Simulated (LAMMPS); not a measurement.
Pressure dependence of Cu (fcc) at 810 K, from the crystal.

Computed with MD with a machine-learned potential, pair style snap, file Cu_Zuo_JPCA2020.quadratic.snap; code LAMMPS.

| P (GPa) | state | volume | coordination number |
|---|---|---|---|
| 0 | crystal; no diffusion seen in 15 ps | 12.660 ± 0.002 Å³/atom | 12.1 (counted to 3.22 Å) |
| 2 | crystal; no diffusion seen in 15 ps | 12.429 ± 0.003 Å³/atom | 12.0 (counted to 3.18 Å) |
| 5 | crystal; no diffusion seen in 15 ps | 12.139 ± 0.002 Å³/atom | 12.0 (counted to 3.14 Å) |

Caution (rows 2; 5): a run this short can hold a crystal over, or a liquid under, the potential's own melting point, which these runs don't give.

Estimate the isothermal bulk modulus at zero pressure. A parabola P(ln V) through the three points gives −dP/d ln V = 100 GPa at zero pressure.

States go by the mean squared displacement: a species diffuses where it passes 1.5 Å², still rises and gives D over 1e-6 cm²/s; a crystal has left its structure where atoms lie 0.35 Å off their sites on average or a cubic box changes its shape by 3 %, or the axial ratios of another lie 8 % off the starting cell's, which the potential's own relaxation can also do.

The ± values are statistical; the model's systematic error is not in them.
